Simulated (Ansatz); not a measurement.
Spacing of the highest filled and lowest empty level at the zone centre in eight small model glasses of hand-chosen composition and density, fast-quenched (anions pushed apart in CHGNet runs), each at its PBE geometry, by PBE and by HSE06 (Ansatz, a program for electronic structure, plane waves, PAW). The cells are the first eight to finish that balance their formal charges, show no moments and no lower geometry on charging where those were tested, and have a gap at both levels; defect levels can set the spacings, and exact exchange is cut at the cells' faces.

```json
[
 {"cell": "Si24O49Ca", "quench by": "CHGNet", "pressure (GPa)": "-1.7", "levels at the gap": "localised at the filled edge", "PBE (eV)": "3.63", "experiment, tabulated (eV)": "-"},
 {"cell": "Si24O51W", "quench by": "CHGNet", "pressure (GPa)": "-1.0", "levels at the gap": "localised at both edges", "PBE (eV)": "1.64", "experiment, tabulated (eV)": "-"},
 {"cell": "Si23O48AlH", "quench by": "CHGNet", "pressure (GPa)": "0.7", "levels at the gap": "localised at the filled edge", "PBE (eV)": "4.83", "experiment, tabulated (eV)": "-"},
 {"cell": "In14Ga6Zn6O36", "quench by": "CHGNet", "pressure (GPa)": "0.2", "levels at the gap": "localised at the filled edge", "PBE (eV)": "0.65", "experiment, tabulated (eV)": "-"},
 {"cell": "Ti2Si24O52", "quench by": "CHGNet", "pressure (GPa)": "0.0", "levels at the gap": "localised at both edges", "PBE (eV)": "2.41", "experiment, tabulated (eV)": "-"},
 {"cell": "Si24O48NaCl", "quench by": "CHGNet", "pressure (GPa)": "0.1", "levels at the gap": "localised at the filled edge", "PBE (eV)": "2.73", "experiment, tabulated (eV)": "-"},
 {"cell": "Ta16O37N2", "quench by": "CHGNet", "pressure (GPa)": "-0.4", "levels at the gap": "localised at the filled edge", "PBE (eV)": "2.62", "experiment, tabulated (eV)": "-"},
 {"cell": "In9Ga9Zn9O35F2", "quench by": "CHGNet", "pressure (GPa)": "0.1", "levels at the gap": "localised at the filled edge", "PBE (eV)": "0.59", "experiment, tabulated (eV)": "-"}
]
```

Problem. What does HSE06 give, and how does it move these values against PBE?

Solution. Si24O49Ca 5.28, Si24O51W 3.10, Si23O48AlH 6.63, In14Ga6Zn6O36 2.21, Ti2Si24O52 4.15, Si24O48NaCl 4.35, Ta16O37N2 3.85, In9Ga9Zn9O35F2 2.13 eV. It raises them by +1.23 to +1.80 eV, +1.58 eV on average. A straight line through the eight gives HSE06 = 1.05 × PBE +1.45 eV, with a scatter of 0.15 eV.
